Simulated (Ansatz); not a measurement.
We consider rock-salt LaTe, described by LDA (Ansatz, a program for electronic structure, plane waves, PAW).

Settings: plane-wave cutoff 520 eV, 14×14×14 k mesh, Fermi–Dirac smearing 0.05 eV, scalar-relativistic PAW data made under PBE.

Cell (relaxed at this level):

```cif
data_LaTe
_chemical_formula_sum 'La1 Te1'
_space_group_name_H-M_alt 'P 1'
_space_group_IT_number 1
_cell_length_a 4.48634
_cell_length_b 4.48634
_cell_length_c 4.48634
_cell_angle_alpha 60.000
_cell_angle_beta 60.000
_cell_angle_gamma 60.000
loop_
_space_group_symop_operation_xyz
  'x, y, z'
loop_
_atom_site_label
_atom_site_type_symbol
_atom_site_fract_x
_atom_site_fract_y
_atom_site_fract_z
_atom_site_occupancy
La1 La 0.00000 0.00000 0.00000 1
Te1 Te 0.50000 0.50000 0.50000 1
```

Q: What does this level give for the bulk modulus B0?

A: 
* **bulk modulus B0**: 65.8 GPa

The run finds no gap.

Note: the bulk modulus is −V dP/dV from two relaxed cells at ±2 % in volume.

Spin–orbit coupling is not included; it can open a gap where bands touch, and shift volumes and moduli.

Computed values are for the static lattice.

Cost on a shared machine: very roughly 60 core-seconds.
